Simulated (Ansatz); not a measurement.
Base system: Li in the bcc (W type) structure (space group Im-3m, No. 229; a = 3.477 Å). Axes: x, y, z lie along the cube axes.

All numbers come from r2SCAN (Ansatz, a program for electronic structure; PAW; 500 eV plane waves; no spin-orbit coupling).

Strains are applied to the cell and any free atomic positions relax.

One change was made to it. Results:

```json
[
 {"quantity": "energy relative to the base (free energy F)", "base": "0 meV/atom", "after": "+0.4 meV/atom"},
 {"quantity": "pressure (mean of the normal stresses, compression positive)", "base": "0.0 GPa", "after": "0.2 GPa"}
]
```

**Question.** What was done to the base?
A) isotropic strain +5.60 %
B) uniaxial strain ε_yy = −5.68 %
C) strain tensor (xx, yy, zz, yz, xz, xy) = (+0.32, −1.71, +0.12, +0.86, −0.48, −0.10) %

**Answer.** C, strain tensor (xx, yy, zz, yz, xz, xy) = (+0.32, −1.71, +0.12, +0.86, −0.48, −0.10) %. For comparison, the energy relative to the base in the other runs: isotropic strain +5.60 % gives +21 meV/atom; uniaxial strain ε_yy = −5.68 % gives +3.2 meV/atom.

Without a gap, meshes like the base's 19×19×19 leave anisotropic stresses uncertain by several tenths of a GPa, and small strain energies with them. Stability against distortions was not tested.
